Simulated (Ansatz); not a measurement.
# Pressure series in CuCl

The parent structure is CuCl in the wurtzite structure (space group P6_3mc, No. 186; a = 3.716 Å, c = 6.184 Å).

Cell and atoms are relaxed at each pressure.

Calculations: plane-wave PAW DFT at the PBEsol level (Ansatz, a quantum-chemistry and plane-wave program, 420 eV), no SOC.

```tsv
pressure (GPa)	volume per atom (Å³/atom)
-2	19.163
0	18.492
0.3	18.404
0.7	18.289
1.5	18.073
3	17.698
5	17.255
7.5	?
10	16.270
```

Task: Fit the third-order Birch–Murnaghan form P(V) = (3B₀/2)[(V₀/V)^(7/3) − (V₀/V)^(5/3)]·[1 + (3/4)(B₀′ − 4)((V₀/V)^(2/3) − 1)] (squares taken in P) to the rows shown and predict the withheld row.

Result: Least squares on the printed values gives V₀ = 18.502 Å³/atom, B₀ = 62.3 GPa, B₀′ = 3.5; this predicts 16.726 Å³/atom, and the run gives 16.757 Å³/atom, 0.031 higher.

Load acts through the strain it causes; cell and atoms are relaxed under it. Stability against distortions was not tested. Tetrahedral semiconductors of this kind turn to denser phases somewhere between about 1 and 50 GPa; those were not computed, so compressed cells here can lie past the real transition. No Hubbard U is applied. The final runs are not spin-polarised. This is not the structure that CuCl has at room temperature and ambient pressure.
